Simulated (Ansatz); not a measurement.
BAs, response to strain

Take BAs in the zinc blende structure (space group F-43m, No. 216; a = 4.784 Å) as the base. Axes: x, y, z lie along the cube axes.

Strains are applied to the cell and any free atomic positions relax; under biaxial strain the out-of-plane vector relaxes too.

Computed with DFT with r2SCAN, PAW potentials and a 500 eV plane-wave cutoff in Ansatz (a first-principles code), scalar-relativistic without spin-orbit coupling.

Candidates:
(a) biaxial strain −1.00 %, plane normal [001], relaxed out of plane
(b) biaxial strain −2.00 %, plane normal [001], relaxed out of plane
(c) biaxial strain −3.00 %, plane normal [001], relaxed out of plane

Before the change:

The band gap comes out as 1.38 eV.

Q: Order them by band gap, lowest first.

A: (c) biaxial strain −3.00 %, plane normal [001], relaxed out of plane (0.96 eV), (b) biaxial strain −2.00 %, plane normal [001], relaxed out of plane (1.11 eV), (a) biaxial strain −1.00 %, plane normal [001], relaxed out of plane (1.25 eV)

Stability against distortions was not tested.
